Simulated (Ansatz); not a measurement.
The starting structures come from a database of crystals and need not be the phases stable at ambient conditions.

 Where the default PAW files enter, the runs use the earlier of Ansatz's two default sets.

Inside the gap of an insulator the Bloch states are evanescent, with a wavenumber k + iκ along the transport direction.

Here is the system:

```
AlLaH6
1.0
    4.30705     0.00000     0.00000
   -1.24374     5.49524     0.00000
   -0.62187     2.74762     3.25800
La Al H
1 1 6
Cartesian
  1.53166   2.74762   0.00000
  0.00000   0.00000   0.00000
  2.57239   2.11078   2.11157
 -0.13095   6.13209   1.14642
 -1.24401   6.63919   3.25800
  3.06359   4.35130   3.25800
  1.95053   4.85840   1.14642
  0.49092   3.38446   2.11157
```

Space group of this cell: R-3m. The cell is taken as given.

Transport runs along the normal of the first two printed cell vectors, the (110) plane of the conventional cell.

No gap correction and no spin-orbit coupling; mid-gap values are interpolated between computed energies.

### Question
Predict the band gap and the smallest decay constant κ at mid-gap from r2SCAN (Ansatz, a quantum-chemistry and plane-wave program).

### Answer
Gap 2.96 eV on a 10×10×10 mesh; κ = 0.257 1/Å, at the zone centre.
